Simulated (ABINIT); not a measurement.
Band structure of PtS₂ (P-3m1, 3 atoms in the cell).

```
CELL_PARAMETERS angstrom
      3.50474     0.00000     0.00000
     -1.75237     3.03519     0.00000
      0.00000     0.00000     5.52767
ATOMIC_POSITIONS crystal
  Pt 0.00000 0.00000 0.00000
  S  0.66667 0.33333 0.77966
  S  0.33333 0.66667 0.22034
```

Level of theory: PBE, PAW (JTH v2.0 PBE PAW) (plane waves; ABINIT).

Settings: pseudos = [Pt.GGA_PBE-JTH.xml, S.GGA_PBE-JTH.xml]; ecut = 21 Ha; pawecutdg = 42 Ha; pawxcdev = 0; occopt = 3; tsmear = 0.05 eV; ngkpt = 6 6 3; nshiftk = 1; shiftk = 0 0 0; potentials = JTH v2.0 PBE PAW; kptopt = 1; nstep = 80; tolvrs1 = 1e-11.

The starting cell comes from a database of computed structures (which also holds hypothetical and non-ambient phases and stackings), without a prior relaxation at this level. Its lattice was rescaled by a random factor within 2.5 % of one. Spin-orbit coupling is off.

### Question
Predict the gap along the standard path and the places of the band edges.

### Answer
The gap along the path is 1.27 eV, from a point between K and Γ to a point between K and Γ; the smallest direct gap on it is 1.56 eV.

Levels in eV from the top of the valence band on the SCF mesh, bands 8 to 15:
```json
[
 {"point": "Γ", "8": "-1.61", "9": "-0.67", "10": "-0.67", "11": "-0.17", "12": "2.78", "13": "2.78", "14": "5.44", "15": "5.76"},
 {"point": "M", "8": "-2.67", "9": "-2.64", "10": "-2.50", "11": "-2.12", "12": "2.20", "13": "2.86", "14": "5.59", "15": "6.60"},
 {"point": "K", "8": "-3.13", "9": "-2.65", "10": "-1.09", "11": "-1.09", "12": "1.39", "13": "1.39", "14": "5.84", "15": "8.80"},
 {"point": "A", "8": "-2.03", "9": "-0.88", "10": "-0.76", "11": "-0.76", "12": "3.01", "13": "3.01", "14": "5.71", "15": "7.41"},
 {"point": "L", "8": "-2.78", "9": "-2.48", "10": "-2.34", "11": "-1.43", "12": "2.45", "13": "2.69", "14": "5.21", "15": "5.91"},
 {"point": "H", "8": "-3.11", "9": "-3.09", "10": "-1.40", "11": "-1.40", "12": "2.21", "13": "2.21", "14": "7.28", "15": "8.02"}
]
```
